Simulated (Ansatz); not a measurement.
System: AlB2-type ZrB2. Method: PBEsol-D3(BJ) (PAW; Ansatz, a program for electronic structure).

Run with plane-wave cutoff 520 eV, 24×24×16 k mesh (along the axes of the cell as run), Fermi–Dirac smearing 0.05 eV, scalar-relativistic PAW data made under PBE.

Shape and atoms are relaxed at each volume.

Pressure at four volumes; x = ln(V/9.835 Å³). One pressure is withheld.

```json
[
 {"V (Å³/atom)": "9.441", "x": "-0.0409", "P (GPa)": "?"},
 {"V (Å³/atom)": "9.638", "x": "-0.0202", "P (GPa)": "5.50"},
 {"V (Å³/atom)": "9.835", "x": "0.0000", "P (GPa)": "0.00"},
 {"V (Å³/atom)": "10.228", "x": "0.0392", "P (GPa)": "-9.51"}
]
```

Task: Pass a parabola P(x) through the three rows shown, estimate the bulk modulus and its pressure derivative near zero pressure, and predict the withheld pressure.

Result: Slopes between the rows: (0.00 − (5.50))/(0.0000 − (-0.0202)) = -272.28 and (-9.51 − (0.00))/(0.0392 − (0.0000)) = -242.60 GPa. Their difference over the span 0.0594 is c = 29.68/0.0594 = 499.7 GPa, so P(x) = 5.50 + (-272.28)(x − (-0.0202)) + 499.7 (x − (-0.0202))(x − (0.0000)). At the middle row B = −dP/dx = −[-272.28 + 499.7 × 0.0202] = 262.2 GPa, and B′ = dB/dP = 2c/B = 3.8. At x = -0.0409 the parabola gives 11.56 GPa; the run gives 11.57 GPa. The Birch–Murnaghan fit to the energies at all volumes has B0 = 262 GPa and B′ = 3.9.

Note: the bulk modulus comes from volumes at which shape and atoms were relaxed.
